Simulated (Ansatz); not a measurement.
The structure below was relaxed with PBEsol (Ansatz, a first-principles code, PAW, no spin-orbit coupling), earlier PAW set.

```xyz
4
Lattice="4.3141 -1.3470 0.0000 4.3141 1.3470 0.0000 -0.8825 0.0000 4.4417" Properties=species:S:1:pos:R:3 pbc="T T T"
Cu     0.0000     0.0000     0.0000
Au     3.8729     0.0000     2.2209
Cu     6.2240     0.0000     1.0435
Cu     1.5218     0.0000     3.3982
```

Find the space group and the Wyckoff positions.

Space group C2/m (No. 12); a = 8.628 Å, b = 2.694 Å, c = 4.529 Å, α = γ = 90.00°, β = 101.24°

| atom | site | symmetry | x | y | z |
|---|---|---|---|---|---|
| Cu | 2a | 2/m | 0.0000 | 0.0000 | 0.0000 |
| Au | 2d | 2/m | 0.0000 | 0.5000 | 0.5000 |
| Cu | 4i | m | 0.2454 | 0.5000 | 0.2349 |

Each cell is one ordered arrangement of few atoms, which overstates ordering effects compared with a random alloy. Stability against distortions was not tested. All final runs are without spin polarisation. The cell was made from Cu by this change: x(Au) = 0.25, 4 atoms, C2/m.
